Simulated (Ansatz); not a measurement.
Cost and result by functional for the adsorption energy of H2O on the 1x1 (10-10) surface of wurtzite ZnO (cut with top plane O + Zn), one in a 2x1 cell, started at the site 'over O at depth 0.9 Å', in Ansatz (plane waves, PAW). Single points on the PBE structure, on one kind of machine; costs are rough ratios of the slab run's core time (references not counted) to the cheapest single point. r2SCAN's cost holds its higher cutoff (500 against 420 eV). Differences are taken against HSE06 for comparison alone: no measured value is at hand, so the table doesn't rank accuracy. HSE06 ran on a coarser k-mesh, which lowers its cost and may carry part of its shift.

Host crystal: wurtzite ZnO, with a band gap (PBE, scalar-relativistic without spin-orbit coupling).

Slab: 35 atoms, 9.4 Å thick at the start under the adsorbate (thin: gaps and levels are the slab's own); k 3x4x1, smearing 0.01 eV, dipole-corrected; 16 atoms held, the rest relaxed; no symmetry held; no spin, no spin-orbit, no U, no dispersion correction. At the end it is bonded to Zn. In PBE it is, or lies within 0.03 eV of, the lowest of the starts that converged. These notes are the PBE run's. Adsorption energies are against H2O(g). A negative adsorption energy means that the adsorbate is more stable on the surface than in its reference.

```json
[
 {"functional": "RPBE", "relative cost": "1", "adsorption energy (eV)": "-0.72", "less HSE06 (eV)": "0.26"},
 {"functional": "r2SCAN", "relative cost": "2", "adsorption energy (eV)": "-1.11", "less HSE06 (eV)": "-0.12"},
 {"functional": "HSE06", "relative cost": "20", "adsorption energy (eV)": "-0.99", "less HSE06 (eV)": "0.00"},
 {"functional": "PBE (the relaxed run's value)", "relative cost": "–", "adsorption energy (eV)": "-0.96", "less HSE06 (eV)": "0.03"}
]
```

The values span 0.38 eV, while the single points' costs differ by a factor of roughly 20. Differences are of unrounded values.

Ansatz is a first-principles code.
